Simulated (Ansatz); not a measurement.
Computed paths: O vacancy in ferroelectric LiNbO3, charge state +2

System: O vacancy in ferroelectric LiNbO3 (charge state +2). All values below come from PBE, PAW (plane waves to 420 eV; Ansatz, a quantum-chemistry and plane-wave program).

120-site cell at the relaxed PBE lattice, the Γ point alone, smearing 0.01 eV, spin-restricted, no finite-size correction. Energies are static. The charge state is imposed; whether it is stable for some Fermi level was not computed. Forms of the defect that were not tried may lie lower.

Barriers: single points on a 2×2×2 k-point mesh shifted by half a step along c at the bands' geometries.

```csv
Route,Start site over the lowest site run (eV),Hop (Å),Forward barrier (eV),Backward barrier (eV),Neighbours at the start,Neighbours at the saddle,Saddle order,"Forward, on the band's own sampling (eV)"
a nearby O atom hops onto the vacant site,0.00,2.42,0.71,0.71,"Li at 2.20; Nb at 1.92, Nb at 2.07 Å","Li at 1.93, Li at 2.06; Nb at 1.86 Å",first order,0.75
a nearby O atom hops onto the vacant site,0.00,2.70,0.74,0.74,"Li at 2.12; Nb at 1.91, Nb at 2.08 Å","Li at 1.99, Li at 2.38; Nb at 1.87 Å",inconclusive,0.74
a nearby O atom hops onto the vacant site,0.00,2.81,0.74,0.74,"Li at 2.16, Li at 2.25; Nb at 1.88, Nb at 2.18 Å",Li at 2.19; Nb at 1.80 Å,inconclusive,0.74
a nearby O atom hops onto the vacant site,0.00,2.69,0.80,0.80,"Li at 2.07; Nb at 1.92, Nb at 2.08 Å",Li at 1.83; Nb at 1.79 Å,first order,0.82
```

Paths come from climbing-image nudged elastic band runs.   A further band (a nearby O atom hops onto the vacant site, 3.00 Å) gave 1.55 eV forward on its own sampling, 1.55 eV above the lowest site run, but the program raised a doubt about its electronic state, so it is not taken as a result.
